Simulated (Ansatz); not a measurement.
Functionals compared on F on the 1x1 (0001) surface of hcp Co, ferromagnetic, one in a 2x2 cell, started at the site 'bridge Co-Co (span 2.5 Å)', in Ansatz (plane waves, PAW). The structure was relaxed with PBE; the other rows are single points on it, each with its references at the same level. Cutoff 420 eV.

Set-up: 17 atoms, 6.0 Å thick at the start under the adsorbate (thin: gaps and levels are the slab's own); mesh 7x7x1; 0.1 eV smearing; dipole correction on; 8 atoms held, the rest relaxed; symmetry of the start imposed; spin-polarised, no spin-orbit, no U, no dispersion correction. At the end it is bonded to 3 Co. In PBE it is, or lies within 0.03 eV of, the lowest of the starts that converged. These notes are the PBE run's. RPBE: The program's check for a lower electronic state was not made. Adsorption energies are against ½ F2(g). A negative adsorption energy means that the adsorbate is more stable on the surface than in its reference.

| functional | adsorption energy (eV) | work function of the top face (eV) | change of the work function (eV) | magnetic moment of the cell (μB) | rough cost of the single point |
|---|---|---|---|---|---|
| PBE | -3.07 | 5.44 | 0.46 | 27.25 | – |
| RPBE | -2.86 | 5.26 | 0.46 | 27.44 | about 6 core-minutes (a rough figure) |

Ansatz is a program for electronic structure.
